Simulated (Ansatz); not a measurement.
CsHS, response to strain

Take CsHS (space group I4/m, No. 87; a cell from a computed database, its experimental status unchecked) as the base.

```
CsHS
1.0
   -4.14536     4.14536     4.58840
    4.14536    -4.14536     4.58840
    4.14536     4.14536    -4.58840
Cs H S
4 4 4
Direct
  0.25000   0.75000   0.50000
  0.75000   0.25000   0.50000
  0.26807   0.26807   0.00000
  0.73193   0.73193   0.00000
  0.08590   0.24031   0.32621
  0.91410   0.75969   0.67379
  0.24031   0.91410   0.15441
  0.75969   0.08590   0.84559
  0.24088   0.75086   0.99173
  0.75912   0.24914   0.00827
  0.75086   0.75912   0.50998
  0.24914   0.24088   0.49002
```

Cartesian axes are those of the cell as printed.

Strains are applied to the cell and any free atomic positions relax; under biaxial strain the out-of-plane vector relaxes too.

Calculations: Ansatz (an electronic-structure program) r2SCAN, no SOC.

Notes on the quantities. energy relative to the base: free energy F.

```csv
change,energy relative to the base,volume per atom,band gap,electron mass
base,0 meV/atom,26.28 Å³,3.90 eV,"1.7 mₑ along c, 0.45 mₑ across (at Γ)"
"biaxial strain −4.98 %, plane normal [001], relaxed out of plane",+15 meV/atom,24.38 Å³,3.93 eV,"1.6 mₑ out of plane, 0.42 mₑ in plane (at Γ)"
"biaxial strain −1.03 %, plane normal [001], relaxed out of plane",+0.6 meV/atom,25.88 Å³,3.92 eV,"1.7 mₑ out of plane, 0.44 mₑ in plane (at Γ)"
isotropic strain −2.03 %,+5.2 meV/atom,24.71 Å³,3.82 eV,"1.8 mₑ along c, 0.43 mₑ across (at Γ)"
isotropic strain +0.77 %,+0.7 meV/atom,26.89 Å³,3.92 eV,"1.6 mₑ along c, 0.46 mₑ across (at Γ)"
uniaxial strain ε_yy = −4.43 %,+5.5 meV/atom,25.12 Å³,3.86 eV,"0.35 mₑ along x, 0.65 mₑ along y, 1.3 mₑ along z (at Γ)"
uniaxial strain ε_yy = +1.08 %,+0.3 meV/atom,26.57 Å³,3.89 eV,"0.52 mₑ along x, 0.41 mₑ along y, 1.6 mₑ along z (at Γ)"
tensor shear ε_xy = −1.48 %,+0.5 meV/atom,26.28 Å³,3.90 eV,–
tensor shear ε_xz = −3.06 %,+2.8 meV/atom,26.26 Å³,3.90 eV,"0.48 mₑ along x, 0.43 mₑ along y, 1.7 mₑ along z (at Γ)"
```

Masses are band curvatures over ±0.01 Å⁻¹ around the edge. No phonon test of stability was made.
